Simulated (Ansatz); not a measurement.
**A series of runs on Pd3Rb4S12P3 (Pm-3n, 44 atoms in the cell)**

```
Rb4P3(PdS4)3
1.0
   12.16506     0.00000     0.00000
    0.00000    12.16506     0.00000
    0.00000     0.00000    12.16506
Pd Rb S P
6 8 24 6
Direct
  0.00000   0.00000   0.50000
  0.50000   0.50000   0.00000
  0.50000   0.00000   0.00000
  0.00000   0.50000   0.50000
  0.50000   0.00000   0.50000
  0.00000   0.50000   0.00000
  0.25000   0.25000   0.25000
  0.25000   0.75000   0.75000
  0.75000   0.75000   0.25000
  0.75000   0.25000   0.75000
  0.75000   0.75000   0.75000
  0.75000   0.25000   0.25000
  0.25000   0.25000   0.75000
  0.25000   0.75000   0.25000
  0.14231   0.13100   0.50000
  0.36900   0.64231   0.00000
  0.85769   0.86900   0.50000
  0.63100   0.35769   0.00000
  0.14231   0.86900   0.50000
  0.36900   0.35769   0.00000
  0.85769   0.13100   0.50000
  0.63100   0.64231   0.00000
  0.50000   0.14231   0.13100
  0.00000   0.36900   0.64231
  0.50000   0.85769   0.86900
  0.00000   0.63100   0.35769
  0.50000   0.14231   0.86900
  0.00000   0.36900   0.35769
  0.50000   0.85769   0.13100
  0.00000   0.63100   0.64231
  0.35769   0.00000   0.63100
  0.13100   0.50000   0.14231
  0.64231   0.00000   0.36900
  0.86900   0.50000   0.85769
  0.35769   0.00000   0.36900
  0.13100   0.50000   0.85769
  0.64231   0.00000   0.63100
  0.86900   0.50000   0.14231
  0.25000   0.00000   0.50000
  0.50000   0.75000   0.00000
  0.75000   0.00000   0.50000
  0.50000   0.25000   0.00000
  0.00000   0.50000   0.75000
  0.00000   0.50000   0.25000
```

Base run A: LDA (PW92), default PAW files made with PBE (Ansatz, a program for electronic structure), self-consistent single point.

Its settings: basis.ecutwfc = 30.9 Ry; kpoints.mp_grid.grid = 1 1 1; hamiltonian.xc = lda; hamiltonian.pseudopotentials = {kind: paw} (the program's default PAW files); scf.occupations.method = gaussian; scf.occupations.width = 0.0147 Ry.

The starting cell comes from a database of published, mostly measured structures (it also holds non-ambient and calculated ones), without a prior relaxation at this level. Its lattice was rescaled by a random factor within 2.5 % of one. Spin polarisation is off. Ansatz's pressure includes its estimate of the finite-basis (Pulay) stress.

ΔF is the free energy per atom less that of run A. 

The first pressure column holds Ansatz's estimate of the finite-basis (Pulay) stress, which hides part of the cutoff error; the other is without it.

In some runs the Pulay estimate is large (up to 9 GPa), a sign of a cutoff far from converged.

Runs:
- B: lattice scaled by 0.97
- C: lattice scaled by 0.97; basis.ecutwfc: 30.9 Ry → 18.4 Ry
- D: lattice scaled by 0.985
- E: lattice scaled by 0.985; basis.ecutwfc: 30.9 Ry → 18.4 Ry
- F: lattice scaled by 1.015
- G: lattice scaled by 1.015; basis.ecutwfc: 30.9 Ry → 18.4 Ry
- H: lattice scaled by 1.03
- I: lattice scaled by 1.03; basis.ecutwfc: 30.9 Ry → 18.4 Ry
- J: basis.ecutwfc: 30.9 Ry → 18.4 Ry

```csv
run,ΔF (meV/atom),pressure (GPa),largest force (eV/Å),pressure at a fixed set of plane waves (GPa)
A,0.00,-1.67,0.371,-1.68
B,-1.08,1.86,1.042,1.85
C,343.7,1.83,1.044,-7.12
D,-10.3,-0.09,0.303,-0.10
E,327.2,-0.03,0.325,-8.52
F,27.0,-2.91,0.905,-2.92
G,374.7,-2.89,0.914,-10.82
H,68.1,-3.88,1.356,-3.89
I,400.2,-3.82,1.360,-11.17
J,330.8,-1.53,0.391,-9.60
```

Run I against A: The free energy rises by 400 meV/atom, the pressure goes from -1.67 to -3.82 GPa and the largest force goes from 0.371 to 1.360 eV/Å.

Run B against A: The free energy goes down by 1.1 meV/atom, the pressure goes from -1.67 to 1.86 GPa and the largest force goes from 0.371 to 1.042 eV/Å.

Keys are those of Ansatz 0.2.
